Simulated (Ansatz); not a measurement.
The starting structures come from a database of crystals and need not be the phases stable at ambient conditions.

 Where the default PAW files enter, the runs use the earlier of Ansatz's two default sets.

Tunnelling through a barrier is set by its complex band structure: the current falls as exp(−2κd) with the smallest κ.

Input:

```yaml
crystal:
  lattice:
    - [4.23704, 0.00000, 0.00000]
    - [0.00000, 4.23704, 0.00000]
    - [0.00000, 0.00000, 5.76465]
  atoms:
    - { symbol: Na, position: [0.50000, 0.50000, 0.50000] }
    - { symbol: Na, position: [0.00000, 0.00000, 0.00000] }
    - { symbol: B, position: [0.50000, 0.50000, 0.00000] }
    - { symbol: B, position: [0.00000, 0.00000, 0.50000] }
    - { symbol: H, position: [0.73626, 0.50000, 0.87855] }
    - { symbol: H, position: [0.50000, 0.26374, 0.12145] }
    - { symbol: H, position: [0.26374, 0.50000, 0.87855] }
    - { symbol: H, position: [0.50000, 0.73626, 0.12145] }
    - { symbol: H, position: [0.23626, 0.00000, 0.62145] }
    - { symbol: H, position: [0.00000, 0.23626, 0.37855] }
    - { symbol: H, position: [0.76374, 0.00000, 0.62145] }
    - { symbol: H, position: [0.00000, 0.76374, 0.37855] }
```

Space group of this cell: P4_2/nmc. The cell was relaxed by PBE-D3(BJ).

Transport runs along the normal of the first two printed cell vectors, the (001) plane of the conventional cell.

No gap correction and no spin-orbit coupling; mid-gap values are interpolated between computed energies.

Question: Predict the band gap and the smallest decay constant κ at mid-gap from r2SCAN (Ansatz, a program for electronic structure).

Answer: Gap 6.79 eV on a 8×8×6 mesh; κ = 0.526 1/Å, at (0.500, 0.500) of the in-plane reciprocal vectors. At the zone centre, at the nearest computed energy, the slowest state has κ = 0.72 1/Å.
